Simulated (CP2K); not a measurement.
Band structure of Tl₃VSe₄ (I-43m, 8 atoms in the cell).

```
Tl3VSe4
1.0
    6.78855     0.00000     0.00000
   -2.26285     6.40030     0.00000
   -2.26285    -3.20015     5.54283
V Tl Se
1 3 4
Direct
  0.00000   0.00000   0.00000
  0.50000   0.50000   0.00000
  0.00000   0.50000   0.50000
  0.50000   0.00000   0.50000
  0.66378   0.66378   0.66378
  0.33622   0.00000   0.00000
  0.00000   0.00000   0.33622
  0.00000   0.33622   0.00000
```

Method of the run: LDA (Pade form), GPW, DZVP-MOLOPT-SR-GTH basis, GTH-PADE potentials (GTH_POTENTIALS) (CP2K 2026.2).

Settings: CUTOFF = 600 Ry; REL_CUTOFF = 50 Ry; SMEAR/METHOD = FERMI_DIRAC; ELECTRONIC_TEMPERATURE = 116.05 K; KPOINTS/SCHEME = MONKHORST-PACK 3 3 3; XC_FUNCTIONAL = PADE; V/BASIS_SET = DZVP-MOLOPT-SR-GTH; V/POTENTIAL = GTH-PADE-q13; Tl/BASIS_SET = DZVP-MOLOPT-SR-GTH; Tl/POTENTIAL = GTH-PADE-q13; Se/BASIS_SET = DZVP-MOLOPT-SR-GTH; Se/POTENTIAL = GTH-PADE-q6; METHOD = GPW; EPS_DEFAULT = 1e-10.

The starting cell comes from a database of computed structures (which also holds hypothetical and non-ambient phases and stackings), without a prior relaxation at this level. Spin-orbit coupling is off. Values carry the incompleteness of an atom-centred basis.

Q: Predict the gap along the standard path and the places of the band edges.

A: The gap along the path is 1.53 eV, from H to N; the smallest direct gap on it is 1.58 eV.

Levels in eV from the top of the valence band on the SCF mesh, bands 35 to 39:
```csv
point,35,36,37,38,39
Γ,-1.28,-1.28,-0.54,-0.54,2.46
H,-0.27,0.20,0.20,0.20,2.02
N,-0.38,-0.30,-0.22,0.15,1.73
P,-0.46,-0.42,-0.42,-0.42,1.83
```

Higher empty bands are left out: an atom-centred basis made for the valence describes them poorly.
